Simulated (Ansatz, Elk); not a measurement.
An Elk input for a self-consistent single point of C (Fd-3m, 2 atoms in the cell) (DFT, PBE, all-electron FP-LAPW, Elk's shipped species files, APW+lo basis with extra local orbitals):

```
tasks
  0

xctype
  20

rgkmax
  8.0

gmaxvr
  16.0

nxlo
  2

lorbcnd
  .true.

lmaxi
  2

stype
  3

swidth
  0.00183747

avec
    0.0000000000    3.2509733310    3.2509733310
    3.2509733310    0.0000000000    3.2509733310
    3.2509733310    3.2509733310    0.0000000000

atoms
  1   : nspecies
  'C.in'   : spfname
  2   : natoms; atposl, bfcmt below
  0.5000000000  0.5000000000  0.5000000000    0.0 0.0 0.0
  0.7500000000  0.7500000000  0.7500000000    0.0 0.0 0.0

ngridk
  13 13 13
```

**Question.** Translate this input to Ansatz (a program for electronic structure).

**Answer.** One input that does it (others would too):

Ansatz 0.2 input:
```yaml
# C
crystal:
  lattice:
    - [0.000000, 1.720341, 1.720341]
    - [1.720341, 0.000000, 1.720341]
    - [1.720341, 1.720341, 0.000000]
  atoms:
    - { symbol: C, position: [0.500000, 0.500000, 0.500000] }
    - { symbol: C, position: [0.750000, 0.750000, 0.750000] }
kpoints:
  mp_grid: { grid: [13, 13, 13] }
hamiltonian:
  xc: pbe
  pseudopotentials: { kind: paw }
scf:
  occupations: { method: fermi_dirac, width: 0.05 }
output:
  forces: true
  eigenvalues: true
  stress: true
```

Basis settings and potentials, where a program has them, do not carry over. This input uses DFT, PBE, plane waves, default PAW files. Both were run: gap on the mesh 4.398 eV in Elk and 4.393 in Ansatz.

On Elk: the starting cell comes from a database of computed structures (which also holds hypothetical and non-ambient phases and stackings), without a prior relaxation at this level. Its lattice was rescaled by a random factor within 2.5 % of one. For this run, on top of that: lattice scaled by 0.98. Values depend on the basis (sphere radii, cutoffs, local orbitals), which need not be converged.

On Ansatz: the starting cell comes from a database of computed structures (which also holds hypothetical and non-ambient phases and stackings), without a prior relaxation at this level. Its lattice was rescaled by a random factor within 2.5 % of one. For this run, on top of that: lattice scaled by 0.98. With a pressure of about 60 GPa the cell is away from its equilibrium volume at this level.
